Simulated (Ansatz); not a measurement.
**C axis length of B2O3 (model structure, started from the corundum type, R-3c, No. 167, 10 atoms in the cell) at several levels of theory**

No measured value is used here.

| level (code) | value (Å) |
|---|---|
| PBE (Ansatz) | 22.773 |
| PBEsol (Ansatz) | 19.701 |
| PBE-D3(BJ) (Ansatz) | 18.917 |
| r²SCAN (Ansatz) | 18.543 |
| r²SCAN+rVV10 (Ansatz) | 17.661 |

Cutoffs differ between the levels. Ansatz's density-functional and Hartree–Fock values are scalar-relativistic unless marked +SOC, with PAW data made under PBE.

A model structure was made by putting elements into a prototype or built by hand; it is no filed structure, need not be a known phase, and can be a saddle point held by its symmetry.

Ansatz is an electronic-structure program.
